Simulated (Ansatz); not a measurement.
A periodic model of amorphous silicon oxide (Si₂₄O₄₇):

```
O47Si24
1.0
   10.25270     0.00000     0.00000
    0.00000    10.25270     0.00000
    0.00000     0.00000    10.25270
Si O
24 47
Cartesian
  0.03795   8.56865   7.68265
  6.44011   3.53000   5.78740
  3.33377   2.22527   7.59394
  1.46641   0.13957   3.52636
  1.23003   4.93523  10.02379
  2.21817   6.34286   7.43261
  4.90254   6.10990   6.07271
  7.44581   2.25972   1.22803
  3.59941   3.97748   1.29206
  5.77689   3.39389   9.45898
  1.75187   2.90164   5.08510
  5.21730   2.44798   3.34162
  8.44673   8.03297   0.02986
  8.31788   4.82394  10.21117
  9.18400   2.30353   6.23318
  9.85834   0.21370   1.08238
  0.53676   1.19245   8.44657
  2.43747   6.60216   1.90948
  4.11423   9.01973   2.45349
  9.14016   9.52614   5.12134
  5.08928   0.86745   5.87639
  5.52237   9.53159  10.02732
  2.33630   5.66195   4.54707
  6.25311   8.55340   4.78999
  6.95819   8.70999   0.06532
  7.80560   8.91018   4.36341
  0.14383   0.75359   9.92460
  3.84611   0.81121   6.93306
  0.85250   0.49670   2.07094
  3.94414   5.85065   4.77638
  4.88226   9.89347   1.30322
  9.90248   4.55314   9.77696
  5.80073   9.68428   5.87510
  8.04793   3.79657   1.22636
  1.76942   6.69590   3.40654
  3.51963   5.40027   2.04339
  9.39552   8.88828   1.08359
  1.99187   4.13927   4.06071
  4.91461   4.15654   0.34989
  3.85312   6.56717   7.27780
  7.08742   4.40683   9.13584
  5.75045   4.78997   6.56299
  1.37310   7.65757   7.86268
  5.26875   8.48592   3.48800
  6.47430   1.95250   2.47168
  5.84555   3.64773   4.26602
  1.98876   1.94804   8.47255
  3.94929   2.81867   2.38407
  1.60065   5.91463   5.98094
  0.66329  10.07464   7.59384
  0.27709   9.53792   4.25734
  1.33705   6.26989   0.74042
  8.05849   3.46345   5.95892
  1.86072   1.47089   4.35674
  8.58659   1.14779   1.43491
  8.25279   6.42303   0.33787
  9.21726   8.21155   8.85275
  2.16072   3.76814   0.50467
  8.82153   0.83827   5.56631
  2.89104   9.63183   3.34937
  9.55532   2.07971   7.82033
  1.93987   5.20989   8.57621
  6.06774   7.16507   5.63292
  2.86620   3.11880   6.28815
  9.41377   8.44355   6.31676
  6.54622   2.06464  10.09427
  3.33117   7.89664   1.54347
  4.56545   2.93102   8.43100
  4.71046   1.25437   4.32910
  0.23921   3.01017   5.61017
  6.05477   2.06675   6.41019
```

Methods: PBE, scalar-relativistic without spin-orbit coupling (Ansatz, a program for electronic structure); r2SCAN, scalar-relativistic without spin-orbit coupling (Ansatz); HSE06, scalar-relativistic without spin-orbit coupling (Ansatz); PBE0, scalar-relativistic without spin-orbit coupling (Ansatz). Neutral PBE cell, which sets geometry, pressure and energy: sampling: a 2×2×2 Γ-centred mesh; Fermi-Dirac width 0.02 eV; no spin polarisation. The usual formal charges leave 2 electrons over, so the level spacing at the Fermi energy parts defect or band states and needn't be the band gap. Exact exchange is cut at the faces of this 10 Å cell, which leaves hybrid gaps a finite-size error.

The cell was made by melting and quenching with the CHGNet potential and then relaxed with DFT. O atoms were pushed apart under 1.9 Å during the dynamics, to hinder bonds among them. The hot cell started wider than the set density and was brought back towards it in steps. It is the lowest in DFT energy of 2 quenches. It is a model cell: composition and starting density were chosen by hand, and all elements were melted together. No dispersion term was used. Its density started from a set value of 2.19 and ended at 2.20 g/cm³. Cooling (nominally 88 K/ps over its main leg) ran many orders faster than in experiment, which tends to leave more defects and strain. A cell of this size samples the disorder only roughly. The volume was free in the relaxation, at fixed shape.

Problem. Give the pressure, the energy against reference phases and the spacing of the highest filled and lowest empty levels.

Solution. 
```json
{
 "Pressure on a 2×2×2 Γ-centred mesh": "-0.02 GPa",
 "Largest force and stress component on that mesh (the relaxation ran on the zone centre alone)": "0.04 eV/Å and 3.2 GPa",
 "Energy relative to alpha cristobalite + silicon (lowest mix at this level among the phases computed, not always the ambient ones)": "0.110 eV/atom",
 "Level spacing at the Fermi energy on a 2×2×2 Γ-centred mesh (PBE)": "3.69 eV",
 "Level spacing at the Fermi energy at the zone centre (PBE)": "3.73 eV",
 "Level spacing at the Fermi energy at the zone centre (r2SCAN)": "4.07 eV",
 "Level spacing at the Fermi energy at the zone centre (HSE06)": "4.96 eV",
 "Level spacing at the Fermi energy at the zone centre (PBE0)": "5.73 eV",
 "Distance between the nearest levels spread over more than a fifth of the atoms or a third of the atoms of their main element (six at least) (PBE, zone centre)": "5.33 eV"
}
```

Problem. At PBE and the zone centre, how localised are the states just below and above the Fermi level (participation number: the atoms over which a state spreads)?

Solution. The highest filled state is spread over 2.4 atoms' worth, largest on Si22, with weights by element (charge in smoothed Voronoi cells) Si 0.65, O 0.35. The lowest empty state is spread over 16.1 atoms' worth, largest on Si22, with weights by element (charge in smoothed Voronoi cells) O 0.55, Si 0.45.

At PBE the levels at the filled edge of the gap are localised (band-tail or defect states), and the nearest spread-out levels lie 5.3 eV apart at the zone centre.

Cut-offs for bonds: Si-Si 2.60 Å, Si-O 1.90 Å, O-O 1.58 Å. Two cations that share two anions don't count as bonded, nor two that share one unless they lie closer than Si-Si 2.38 Å.

Added carriers, by PBE, scalar-relativistic without spin-orbit coupling (Ansatz) on the zone centre alone. Charged cells keep the cell fixed and stand in a uniform background, with no image correction, at a width of 0.01 eV; where the count is odd the moment is locked at 1 μB, unless the neutral cell bore moments. Each starts from the undistorted neutral geometry alone. PBE's self-interaction favours spread-out carriers, so it can miss traps that a hybrid finds.

Problem. What happens at PBE when the cell takes an extra electron and the atoms relax?

Solution. Relaxation lowers the charged cell by 0.35 eV. The largest moves are O68 0.41 Å, O27 0.32 Å, O56 0.31 Å, O41 0.30 Å. The level that holds the added charge spreads over 4.4 atoms' worth, most on Si10 (weight 0.44): a localised (trapped) carrier, which neighbours of that atom can share. No bond crosses its cut-off with a change of over 0.15 Å. Made neutral again at that geometry, the cell lies +1.70 eV from the neutral start.

Problem. What happens at PBE when the cell takes a hole and the atoms relax?

Solution. Relaxation lowers the charged cell by 1.00 eV. The largest moves are Si22 0.70 Å, O66 0.35 Å, O25 0.28 Å, O41 0.28 Å. The level that was emptied spreads over 3.0 atoms' worth, most on Si22 (weight 0.55): a localised (trapped) carrier, which neighbours of that atom can share. No bond crosses its cut-off with a change of over 0.15 Å. Made neutral again at that geometry, the cell lies +1.58 eV from the neutral start.

A PBE run started with 1 μB on atoms that lack a bond or may hold spare charge lost its moments; other starts weren't tried.
